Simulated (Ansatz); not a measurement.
## ScOF (model structure, P2₁, No. 4, 12 atoms in the cell)

Level of theory: LDA in Ansatz (PAW).

Run with plane-wave cutoff 520 eV, 8×8×6 k mesh (along the axes of the cell as run), Fermi–Dirac smearing 0.01 eV, scalar-relativistic PAW data made under PBE.

Cell (relaxed at this level):

```cif
data_F4O4Sc4
_chemical_formula_sum 'Sc4 F4 O4'
_space_group_name_H-M_alt 'P21'
_space_group_IT_number 4
_space_group_name_Hall 'P 2yb'
_cell_length_a 4.96116
_cell_length_b 4.99646
_cell_length_c 5.13535
_cell_angle_alpha 90.000
_cell_angle_beta 93.320
_cell_angle_gamma 90.000
loop_
_space_group_symop_operation_xyz
  'x, y, z'
  '-x, y+1/2, -z'
loop_
_atom_site_label
_atom_site_type_symbol
_atom_site_symmetry_multiplicity
_atom_site_Wyckoff_symbol
_atom_site_fract_x
_atom_site_fract_y
_atom_site_fract_z
_atom_site_occupancy
Sc1 Sc 2 a 0.25939 0.22541 0.01899 1
Sc2 Sc 2 a 0.28028 0.74719 0.44926 1
F1 F 2 a 0.06535 0.37791 0.37159 1
O1 O 2 a 0.07139 0.89141 0.14221 1
F2 F 2 a 0.44025 0.49152 0.74199 1
O2 O 2 a 0.53192 0.49257 0.25000 1
```

For ScOF (model structure, P2₁, No. 4, 12 atoms in the cell), the band gap comes out as 4.46 eV (on the SCF k mesh) and the Γ–Γ gap is 4.91 eV.

Note: the relaxation could raise the start's symmetry but not lower it, so the cell can be a saddle point.

The computed numbers hold no vibrational or temperature effects.

A model structure was made by putting elements into a prototype or built by hand; it is no filed structure, need not be a known phase, and can be a saddle point held by its symmetry.

Ansatz is a first-principles code.
